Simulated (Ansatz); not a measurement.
Base system: PtSe2 in the CdI2 type structure (space group P-3m1, No. 164; a = 3.772 Å, c = 4.821 Å; layered; relaxed with 0.1 eV smearing).

Computed with PBE-D3(BJ) in Ansatz (plane waves to 420 eV, PAW, no spin-orbit coupling).

Strains are applied to the cell and any free atomic positions relax.

One change was made to it. Results:

```tsv
quantity	base	after
energy relative to the base (free energy F)	0 meV/atom	+36 meV/atom
largest internal atomic displacement	–	0.080 Å
```

### Question
Which of these changes matches the shifts?
A. isotropic strain −2.00 %
B. isotropic strain +3.00 %
C. isotropic strain −1.50 %
D. isotropic strain −0.50 %
E. isotropic strain +1.50 %

### Answer
B, isotropic strain +3.00 %. For comparison, the energy relative to the base in the other runs: isotropic strain −0.50 % gives +1.1 meV/atom; isotropic strain −1.50 % gives +11 meV/atom; isotropic strain +1.50 % gives +9.6 meV/atom; isotropic strain −2.00 % gives +20 meV/atom.

Stability against distortions was not tested. All final runs are without spin polarisation.

Ansatz is a first-principles code.
